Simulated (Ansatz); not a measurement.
## Defect calculation: Si vacancy + As on the Si site + As on the Si site + As on the Si site + As on the Si site (V_Si+As_Si+As_Si+As_Si+As_Si) in silicon

These are PBE, PAW (plane waves to 420 eV; Ansatz, an electronic-structure program) values and carry that method's errors. A 2×2×2 supercell of 64 sites was used; the energies come from a 2×2×2 shifted sampling of its zone. Sites at the start: the Si site; Si 2.37 Å away; Si 2.37 Å away; Si 2.37 Å away; Si 2.37 Å away. Energies of charged states are corrected for periodic images (point charge plus alignment at distant sites). Dielectric constants: PBE linear response of the host. Host gap at this level: 0.61 eV. A cell of this size leaves errors of a few tenths of an eV. The semilocal functional narrows the gap, so deep levels can fall outside it. Spin–orbit coupling is left out. Each state is the lowest found from its start.

Formation energies E_f are given with the Fermi level at the valence-band maximum. Chemical conditions: impurity bounded by its compound with the host (Δμ(Si) = 0.00 eV, Δμ(As) = -0.13 eV, bounded by SiAs2 (Pbam); only phases computed here count, gases as isolated molecules at 0 K). Reference phases: As: rhombohedral As, Si: silicon.

```
charge         moment (μB)  point group  largest move off a lattice site (Å)  image correction with alignment (eV)  E_f, impurity bounded by its compound with the host (eV)  above the lowest spin state (eV)
------  ------------------  -----------  -----------------------------------  ------------------------------------  --------------------------------------------------------  --------------------------------
+1†             fractional            –                                 0.22                                  0.22                                                         –                              0.00
0       not spin-polarised           Td                                 0.22                                  0.00                                                      0.47                              0.00
0                      0.0           Td                                 0.22                                  0.00                                                      0.47                              0.00
−1†             fractional            –                                 0.22                                 -0.03                                                         –                              0.00
−1†             fractional            –                                 0.22                                 -0.03                                                         –                              0.00
```

† Not settled in this cell, so no level is given: charge +1: fractional moment, a level filled in part, carriers not clearly localised, level within 0.1 eV of a band edge or past it; charge −1: fractional moment, a level filled in part, carriers not clearly localised, level within 0.1 eV of a band edge or past it.

Point groups are those of the whole cell at tolerances of 0.03 and 0.1 Å ("near" where only the looser one holds); none is given for unsettled states.

Starting moments that weren't kept: charge 0 began with 2 μB and ended with 0.0; charge −1 began with 3 μB and ended with 0.8.

All states together cost around 40 core-minutes (rough).
